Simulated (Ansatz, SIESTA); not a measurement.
An Ansatz (a quantum-chemistry and plane-wave program) input for a self-consistent single point of CdS (P6_3mc, 8 atoms in the cell) (DFT, PBE, plane waves, default PAW files):

Ansatz 0.2 input:
```yaml
# CdS
crystal:
  lattice:
    - [4.18217200, 0.00000000, 0.00000000]
    - [-2.09108600, 3.62186700, 0.00000000]
    - [0.00000000, 0.00000000, 13.69135800]
  atoms:
    - { symbol: Cd, position: [0.00000000, 0.00000000, 0.00000000] }
    - { symbol: Cd, position: [0.00000000, 0.00000000, 0.50000000] }
    - { symbol: Cd, position: [0.66666700, 0.33333300, 0.75018000] }
    - { symbol: Cd, position: [0.33333300, 0.66666700, 0.25018000] }
    - { symbol: S, position: [0.00000000, 0.00000000, 0.81216000] }
    - { symbol: S, position: [0.00000000, 0.00000000, 0.31216000] }
    - { symbol: S, position: [0.66666700, 0.33333300, 0.56329000] }
    - { symbol: S, position: [0.33333300, 0.66666700, 0.06329000] }
basis:
  ecutwfc: 420.0 eV
kpoints:
  mp_grid: { grid: [6, 6, 2] }
hamiltonian:
  xc: pbe
  pseudopotentials: { kind: paw }
scf:
  occupations: { method: gaussian, width: 0.1 eV }
output:
  forces: true
  eigenvalues: true
  stress: true
```

Question: Write the same calculation as an input for SIESTA.

Answer: One input that does it (others would too):

```
# files in the folder: Cd.psml S.psml (PseudoDojo PBE standard)
SystemName  CdS
SystemLabel cds

NumberOfAtoms                8
NumberOfSpecies              2
%block ChemicalSpeciesLabel
  1 48 Cd
  2 16 S
%endblock ChemicalSpeciesLabel
LatticeConstant              1.0 Bohr
%block LatticeVectors
     7.903159686    0.000000000    0.000000000
    -3.951579843    6.844336690    0.000000000
     0.000000000    0.000000000   25.872916894
%endblock LatticeVectors
AtomicCoordinatesFormat      Ang
%block AtomicCoordinatesAndAtomicSpecies
     0.000000000    0.000000000    0.000000000  1
     0.000000000    0.000000000    6.845679000  1
     2.091088091    1.207287793   10.270982944  1
    -0.000002091    2.414579207    3.425303944  1
     0.000000000    0.000000000   11.119573313  2
     0.000000000    0.000000000    4.273894313  2
     2.091088091    1.207287793    7.712205048  2
    -0.000002091    2.414579207    0.866526048  2
%endblock AtomicCoordinatesAndAtomicSpecies

XC.functional                GGA
XC.authors                   PBE
PAO.BasisSize                DZP
PAO.EnergyShift              0.005 Ry
MeshCutoff                   300 Ry
%block kgrid.MonkhorstPack
    6   0   0  0.0
    0   6   0  0.0
    0   0   2  0.0
%endblock kgrid.MonkhorstPack
OccupationFunction           MP
OccupationMPOrder            0
ElectronicTemperature        0.1 eV

MaxSCFIterations             150
SCF.Mixer.Method             Pulay
SCF.Mixer.Weight             0.25
SCF.Mixer.History            6
SCF.DM.Tolerance             1.0E-05
Diag.ParallelOverK           true
WriteForces                  true
Charge.Mulliken              end
```

Basis, cutoffs, solver keys and any potentials are the target program's own. This input uses DFT, GGA PBE, numerical atomic orbitals DZP, PseudoDojo PBE standard norm-conserving potentials (rewritten from UPF to PSML).

The starting cell was generated: these elements placed on a structure prototype, without a prior relaxation; it need not be a known phase or ordering of this composition. Its lattice was rescaled by a random factor within 2.5 % of one.
